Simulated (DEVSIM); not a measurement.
Structure: Schottky contact on n-type GaAs, at 500 K.

Layer 1 from the left is GaAs, thickness (μm) 3.60, Nd (cm⁻³) 2e16, τn (s) 6.3e-9, τp (s) 6.3e-9.

Left contact: Schottky, work function 5.11 eV, emission velocity 3.4e6 cm/s. Right contact: ohmic. Voltage is applied to the left contact. Recombination: SRH at mid-gap. Mobility is μmin + (μ − μmin)/(1 + (N/Nref)^α).

The device is made up for the run: typed textbook-type constants, with dimensions and the other settings drawn at random. Values at 300 K; Nc and Nv go as T^1.5, mobilities as T to minus their exponent, the gap by Varshni's rule with the affinity fixed.

GaAs: gap (eV) 1.424, affinity (eV) 4.07, permittivity 12.9, Nc (cm⁻³) 4.7e17, Nv (cm⁻³) 9e18, μn (cm²/Vs) 8500, μp (cm²/Vs) 400, μn,min 500, μp,min 20, Nref,n 6e16, Nref,p 1.5e17, αn 0.39, αp 0.38, T exponent of μn 2.1, T exponent of μp 2.2, Varshni α (eV/K) 0.000541, Varshni β (K) 204.

Model (solved in DEVSIM): 1D drift-diffusion, Boltzmann statistics, complete ionisation; no tunnelling, impact ionisation, image-force lowering or self-heating. Metal contacts follow the ideal Schottky-Mott rule: no Fermi-level pinning, no interface dipoles.

Dark forward current:

```tsv
|V| (V)	|J| (A/cm²)
0.05	7.095e-5
0.10	0.0002505
0.15	0.0007472
0.20	0.002198
0.25	0.006580
0.30	0.02009
0.35	0.06229
0.40	0.1950
0.45	0.6143
0.50	1.939
0.55	6.106
0.60	19.02
0.65	57.26
0.70	158.7
0.75	378.8
0.80	753.2
0.85	1279
0.90	1939
0.95	2721
```

Q: Work out the local ideality factor n = ΔV / (kT/q · ln(J2/J1)) between the rows 0.20 and 0.25 V, 0.45 and 0.50 V, 0.90 and 0.95 V.

A: kT/q = 43.09 mV. From 0.20 to 0.25 V: ln(0.006580/0.002198) = 1.096, n = 1.06, near the 1 of diffusion or emission over a barrier. From 0.45 to 0.50 V: ln(1.939/0.6143) = 1.149, n = 1.01, near the 1 of diffusion or emission over a barrier. From 0.90 to 0.95 V: ln(2721/1939) = 0.339, n = 3.42; the layers' resistance at their doping, Σ W/(qμN) = 6.1e-5 Ω cm², would take 48 mV of this step of 50 mV.

Q: Estimate the current at 0.40 V for emission alone, J0 = q v N_band exp(−φB/kT), and read the barrier back from the simulated current.

A: φB = 1.040 eV, N_band = 1.01e18 cm⁻³, J0 = 1.82e-5 A/cm²; J = J0 (exp(qV/kT) − 1) = 0.195 A/cm². The simulation gives 0.195 A/cm², the same within the digits that matter. Read backwards, the simulated current gives an apparent barrier of 1.040 eV. The estimate leaves out transport through the depletion region and minority injection.
